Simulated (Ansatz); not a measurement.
Functionals compared on a constructed model of the (0001) surface of hcp Re, a pseudomorphic layer of Co in the host's stacking (bottom of the slab: a bare face, its two planes held), in Ansatz (plane waves, PAW). The structure was relaxed with PBE; the other rows are single points on it. Cutoff 420 eV.

Model: 7-atom slab, 13.6 Å thick at the start, 15x15x1 mesh, Fermi-Dirac 0.1 eV, dipole correction, 2 atoms held, the rest relaxed; held to the start's symmetry, so lower structures may exist; spin-polarised, ending with about 1.3 μB a cell; orders that need a larger cell were not tried, no spin-orbit, no U. It is one candidate, not shown to be the stable structure of the face. These notes are the PBE run's.

```json
[
 {"functional": "PBE", "work function of the top face (eV)": "4.35", "magnetic moment of the cell (μB)": "1.30", "rough cost of the single point": "–"},
 {"functional": "RPBE", "work function of the top face (eV)": "…", "magnetic moment of the cell (μB)": "1.35", "rough cost of the single point": "around 90 core-seconds (rough)"}
]
```

**Question.** Fill in the missing entries.

**Answer.** 
- RPBE, work function of the top face (eV): 4.17

Ansatz is a quantum-chemistry and plane-wave program.
